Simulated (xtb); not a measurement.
xtb 6.7.1, GFN2-xTB: W(S)(Cl)(OMe)3 (C[O][W](=[S])([Cl])([O]C)[O]C), 18 atoms. The geometry is a generated start, not checked to be a minimum at this level.

```yaml
run_flags: --grad
method: GFN2-xTB
"--acc": 1 (default)
"--etemp (K)": 300 (default)
basis_functions: 63
valence_electrons: 58
```

```xyz
18

W     -0.3888    -0.0925     0.3119
S      0.5874    -1.6057     1.5709
Cl    -2.6601    -0.5246     0.4933
O     -0.4761    -1.0515    -1.2110
C     -0.9774    -2.2433    -1.7424
H     -2.0696    -2.2728    -1.6000
H     -0.7476    -2.3198    -2.8121
H     -0.5137    -3.0867    -1.2053
O     -0.6733     1.2637     1.4495
C     -0.6266     2.2858     2.3888
H      0.4214     2.5741     2.5591
H     -1.1911     3.1583     2.0334
H     -1.0653     1.9372     3.3337
O      1.0306     0.8640    -0.4171
C      2.1218     0.3784    -1.1440
H      1.7662    -0.1071    -2.0724
H      2.7978     1.2038    -1.4066
H      2.6643    -0.3611    -0.5297
```

Charge 0 and multiplicity 1 are set for this test and not shown to be the ground state.

One run each on 1 thread. Values of broydamp tried: 0.02, 0.05, 0.1, 0.2, 0.4 (default), 0.6, 0.8, 1.

Question: Predict the course of the SCC iterations along this series.

Answer: Fewest SCC iterations, within one of each other: 0.1 with 26, 0.2 with 26, 0.4 (default) with 26, 0.6 with 25. The count rises to 38 at 0.02. All converge to one solution.

| broydamp | SCC iterations | end |
|---|---|---|
| 0.02 | 38 | same solution |
| 0.05 | 31 | same solution |
| 0.1 | 26 | same solution |
| 0.2 | 26 | same solution |
| 0.4 (default) | 26 | same solution |
| 0.6 | 25 | same solution |
| 0.8 | 27 | same solution |
| 1 | 28 | same solution |
